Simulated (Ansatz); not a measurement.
Results of LDA in Ansatz (plane waves, PAW) for V2O5 (Pnma, No. 62, 28 atoms in the cell; start mp-25288).

Input file:

Ansatz 0.2 input:
```yaml
crystal:
  lattice:
    - [10.003342875, 0.0, 0.0]
    - [0.0, 3.5538854777, 0.0]
    - [0.0, 0.0, 10.2601755722]
  atoms:
    - { symbol: V, position: [0.1251846067, 0.75, 0.0107282199] }
    - { symbol: V, position: [0.8748153933, 0.25, 0.9892717801] }
    - { symbol: V, position: [0.3748153933, 0.25, 0.5107282199] }
    - { symbol: V, position: [0.6251846067, 0.75, 0.4892717801] }
    - { symbol: V, position: [0.0720652786, 0.25, 0.600511062] }
    - { symbol: V, position: [0.9279347214, 0.75, 0.399488938] }
    - { symbol: V, position: [0.4279347214, 0.75, 0.100511062] }
    - { symbol: V, position: [0.5720652786, 0.25, 0.899488938] }
    - { symbol: O, position: [-0.0013173143, 0.75, 0.2621294616] }
    - { symbol: O, position: [1.0013173143, 0.25, 0.7378705384] }
    - { symbol: O, position: [0.5013173143, 0.25, 0.7621294616] }
    - { symbol: O, position: [0.4986826857, 0.75, 0.2378705384] }
    - { symbol: O, position: [0.0636797372, 0.75, 0.5411473642] }
    - { symbol: O, position: [0.9363202628, 0.25, 0.4588526358] }
    - { symbol: O, position: [0.4363202628, 0.25, 0.0411473642] }
    - { symbol: O, position: [0.5636797372, 0.75, 0.9588526358] }
    - { symbol: O, position: [0.0710769841, 0.25, 0.0329344598] }
    - { symbol: O, position: [0.9289230159, 0.75, 0.9670655402] }
    - { symbol: O, position: [0.4289230159, 0.75, 0.5329344598] }
    - { symbol: O, position: [0.5710769841, 0.25, 0.4670655402] }
    - { symbol: O, position: [0.2062679235, 0.75, 0.8794299488] }
    - { symbol: O, position: [0.7937320765, 0.25, 0.1205700512] }
    - { symbol: O, position: [0.2937320765, 0.25, 0.3794299488] }
    - { symbol: O, position: [0.7062679235, 0.75, 0.6205700512] }
    - { symbol: O, position: [0.2461541255, 0.25, 0.6315101571] }
    - { symbol: O, position: [0.7538458745, 0.75, 0.3684898429] }
    - { symbol: O, position: [0.2538458745, 0.75, 0.1315101571] }
    - { symbol: O, position: [0.7461541255, 0.25, 0.8684898429] }
basis:
  ecutwfc: 520
  ecutrho_ratio: 4
  xc_grid: 2
kpoints:
  mp_grid: { grid: [4, 10, 4] }
  band_path:
    path:
      - [0.0, 0.0, 0.0]
      - [0.25, 0.0, 0.0]
      - [0.5, 0.0, 0.0]
      - [0.5, 0.0625, 0.0]
      - [0.5, 0.125, 0.0]
      - [0.5, 0.1875, 0.0]
      - [0.5, 0.25, 0.0]
      - [0.5, 0.3125, 0.0]
      - [0.5, 0.375, 0.0]
      - [0.5, 0.4375, 0.0]
      - [0.5, 0.5, 0.0]
      - [0.25, 0.5, 0.0]
      - [0.0, 0.5, 0.0]
      - [0.0, 0.4375, 0.0]
      - [0.0, 0.375, 0.0]
      - [0.0, 0.3125, 0.0]
      - [0.0, 0.25, 0.0]
      - [0.0, 0.1875, 0.0]
      - [0.0, 0.125, 0.0]
      - [0.0, 0.0625, 0.0]
      - [0.0, 0.0, 0.25]
      - [0.0, 0.0, 0.5]
      - [0.25, 0.0, 0.5]
      - [0.5, 0.0, 0.5]
      - [0.5, 0.0625, 0.5]
      - [0.5, 0.125, 0.5]
      - [0.5, 0.1875, 0.5]
      - [0.5, 0.25, 0.5]
      - [0.5, 0.3125, 0.5]
      - [0.5, 0.375, 0.5]
      - [0.5, 0.4375, 0.5]
      - [0.5, 0.5, 0.5]
      - [0.25, 0.5, 0.5]
      - [0.0, 0.5, 0.5]
      - [0.0, 0.4375, 0.5]
      - [0.0, 0.375, 0.5]
      - [0.0, 0.3125, 0.5]
      - [0.0, 0.25, 0.5]
      - [0.0, 0.1875, 0.5]
      - [0.0, 0.125, 0.5]
      - [0.0, 0.0625, 0.5]
      - [0.5, 0.0, 0.25]
      - [0.0, 0.5, 0.25]
      - [0.5, 0.5, 0.25]
    npoints: 1
hamiltonian:
  xc: lda
  dispersion: none
  pseudopotentials: { kind: paw }
scf:
  occupations: { method: fermi_dirac, width: 0.01 }
  convergence: { dr2_threshold: 0.0000000028 }
output:
  forces: true
  stress: true
  eigenvalues: true
  write_bands: true
```

### Question
How many irreducible k-points, plane waves at Γ does the program set up, and what pressure does the run end with?

### Answer
54 irreducible k-points, 9863 plane waves at Γ; P = -4.75 GPa, so the cell is stretched on average and its volume would shrink at this level.

Excerpt of the program's output:

```
Crystal: 28 atoms, lattice volume = 364.757 Å³
Basis set: ecut = 520 eV, 9863 PW (Γ), exchange–correlation on 150×54×160 points (8 copies of the dense FFT grid, shifted against one another)
Bands: 140, of which v1, the nominal top of the filled ones, is band 112 counted from 1 (111 counted from 0)
Symmetry: 8 space group operations
Space group: Pnma (ITA 62), of the structure as read, at distance tolerance 7.1e-5 Å
k-points: 54 of 160
Functional: x = slater, c = lda
SCF iter   1: F=—  HF=-34001.647055 eV  |F-HF|=—  |Δ(HF+E_count)|=         —  Δρ=1.86e-2  dr2=1.12e0
SCF iter   2: F=—  HF=-34001.526378 eV  |F-HF|=—  |Δ(HF+E_count)|=   1.21e-1  Δρ=1.58e-2  dr2=9.10e-1
  ...
SCF iter  14: F=—  HF=-34001.398666 eV  |F-HF|=—  |Δ(HF+E_count)|=   5.79e-9  Δρ=2.79e-6  dr2=3.24e-8
SCF iter  15: F=-34001.398666 eV  HF=-34001.398666 eV  |F-HF|=1.74e-9  |Δ(HF+E_count)|=   3.38e-9  Δρ=7.63e-7  dr2=2.52e-9
SCF 1 converged in 15 iterations: F = -34001.398666 eV  dr2 = 2.52e-9
SCF converged after 15 iterations
Free energy (F): -34001.398666 eV
  ...
  atom   4  V      0.08533491     0.00000000     0.09173174
  atom   5  V     -0.02200127     0.00000000     0.13488875
  atom   6  V      0.02200127     0.00000000    -0.13488875
  atom   7  V      0.02200127     0.00000000     0.13488875
  atom   8  V     -0.02200127    -0.00000000    -0.13488875
  atom   9  O     -0.18549281     0.00000000     0.29813252
  atom  10  O      0.18549281     0.00000000    -0.29813252
  atom  11  O      0.18549281     0.00000000     0.29813252
  atom  12  O     -0.18549281     0.00000000    -0.29813252
  atom  13  O     -0.12586911    -0.00000000     0.02101004
  atom  14  O      0.12586911     0.00000000    -0.02101004
  atom  15  O      0.12586911     0.00000000     0.02101004
  atom  16  O     -0.12586911    -0.00000000    -0.02101004
  atom  17  O     -0.05094029     0.00000000    -0.12311003
  atom  18  O      0.05094029     0.00000000     0.12311003
  atom  19  O      0.05094029     0.00000000    -0.12311003
  atom  20  O     -0.05094029    -0.00000000     0.12311003
  atom  21  O     -0.23585346    -0.00000000     0.35398696
  atom  22  O      0.23585346     0.00000000    -0.35398696
  atom  23  O      0.23585346    -0.00000000     0.35398696
  atom  24  O     -0.23585346    -0.00000000    -0.35398696
  atom  25  O     -0.08543285     0.00000000    -0.27522069
  atom  26  O      0.08543285     0.00000000     0.27522069
  atom  27  O      0.08543285     0.00000000    -0.27522069
  atom  28  O     -0.08543285     0.00000000     0.27522069
--- Stress (GPa, compression-positive) ---
       -4.738403       0.000000       0.000000
        0.000000      -4.761635       0.000000
        0.000000       0.000000      -4.762302
  P = ⅓ Tr σ = -4.7541 GPa (-47.541 kbar)
```

The PAW data were made under PBE.

Note: cell and atoms aren't relaxed at this level (largest force component 0.35 eV/Å, pressure -4.8 GPa).

Computing time: about 9 core-minutes (a rough figure).

A start named mp-… is a Materials Project structure, which need not be a measured phase.

Ansatz is a quantum-chemistry and plane-wave program.
